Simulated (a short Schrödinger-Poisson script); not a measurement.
Stack: MOS inversion layer, SiO2 on p-type Ge(111), at 400 K.

| layer | material | thickness (nm) | Na (cm⁻³) |
|---|---|---|---|
| 1 | SiO2 | 3.5 | - |
| 2 | Ge | 1000 | 1.7e17 |

Constants are typed, rounded textbook-type inputs, not results; the design itself was drawn at random and stands for no fabricated device. SiO2: permittivity 3.9, conduction-band edge (eV) 3.1, gap (eV) 9, electron mass (mₑ) 0.5. Ge: permittivity 16, conduction-band edge (eV) 0, gap (eV) 0.664, Nv at 300 K (cm⁻³) 6e18.

Channel valleys (confinement mass, in-plane density-of-states mass, number): L1 1.59, 0.08, 1; L3 0.09, 0.34, 3. At the gate the conduction-band edge of layer 1 lies 3.44 eV − eVg above the Fermi level of the channel; the field vanishes at the back. Gaps are held at their typed values at every temperature. Mesh 0.03 nm at interfaces.

From a short Schrödinger-Poisson script (our own, NumPy): 1D Poisson equation in equilibrium, electrons classical, Boltzmann, parabolic valleys, classical holes, full ionisation, no traps, pinning or gate leakage.

The same stack at other levels of the model or other numerical settings:

```csv
run,sheet density of all electrons at Vg = 2.7 V (cm⁻²),sheet density of all electrons at Vg = 0.9 V (cm⁻²),capacitance at Vg = 2.7 V (μF/cm²),centroid of the channel electrons at Vg = 2.7 V (nm),rough cost against the base
base,1.27e13,2.27e12,0.956,0.95,about 1
"electrons treated as classical, Fermi-Dirac",1.23e13,2.24e12,0.919,1.33,7
"electrons treated as quantum, Hartree",1.14e13,1.92e12,0.875,2.42,30
mesh six times as coarse,1.26e13,2.26e12,0.950,1.04,0.6
```

The classical rows ignore confinement, and Boltzmann statistics overrate the density once the band edge passes the Fermi level.

Only the L valleys are kept; under strong confinement the Δ valleys of Ge fill too.
